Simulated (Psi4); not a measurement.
Psi4 1.11, HF/def2-svpd: cyclopentanone (O=C1CCCC1), 14 atoms. The geometry is a generated start, not checked to be a minimum at this level.

```
Item                                 Result
--------------------------  ---------------
task                                 energy
method                                  scf
basis                             def2-svpd
memory                                 3 GB
maxiter                                 100
keys of the molecule block      symmetry c1
scf_type                       df (default)
e_convergence               1e-06 (default)
d_convergence               1e-06 (default)
basis functions                         187
```

```xyz
14

O      1.0624     2.2837    -0.4179
C      0.5619     1.2091    -0.2230
C      1.3071    -0.0984    -0.0428
C      0.2361    -1.1827    -0.1176
C     -1.0175    -0.4963     0.4317
C     -0.9218     0.9255    -0.1133
H      2.1006    -0.2033    -0.7811
H      1.7750    -0.0731     0.9445
H      0.5017    -2.0737     0.4492
H      0.0735    -1.4747    -1.1566
H     -0.9843    -0.4786     1.5224
H     -1.9325    -1.0013     0.1254
H     -1.3405     0.9895    -1.1207
H     -1.4217     1.6743     0.4999
```

With the defaults (damping_percentage = 0, guess = auto, which took SAD, level_shift = 0, level_shift_cutoff = 0.01, scf_initial_accelerator = adiis, soscf = false, soscf_start_convergence = 0.01, diis_max_vecs = 10) it converges in 9 SCF iterations. One run each on 2 threads, with these changes:
- guess = sapgau
- guess = gwh
- scf_initial_accelerator = none
- damping_percentage = 60
- level_shift = 0.5, level_shift_cutoff = 0.001
- guess = sadno
- guess = core
- soscf = true, soscf_start_convergence = 0.1
- diis_max_vecs = 20

Name the settings that don't reach the solution of the defaults.

No convergence: damping_percentage = 60 (the run ends without SCF convergence in 100 iterations). The rest reach the solution of the defaults.

```tsv
setting	SCF iterations	JK calls	end
soscf = true, soscf_start_convergence = 0.1	6	22	same solution
the defaults	9	10	same solution
level_shift = 0.5, level_shift_cutoff = 0.001	9	10	same solution
scf_initial_accelerator = none	9	10	same solution
guess = sapgau	9	9	same solution
guess = sadno	9	9	same solution
diis_max_vecs = 20	9	10	same solution
guess = gwh	10	10	same solution
guess = core	14	14	same solution
damping_percentage = 60	100	101	no convergence
```

An SOSCF iteration holds several JK calls; a Hückel guess adds calls on atoms.
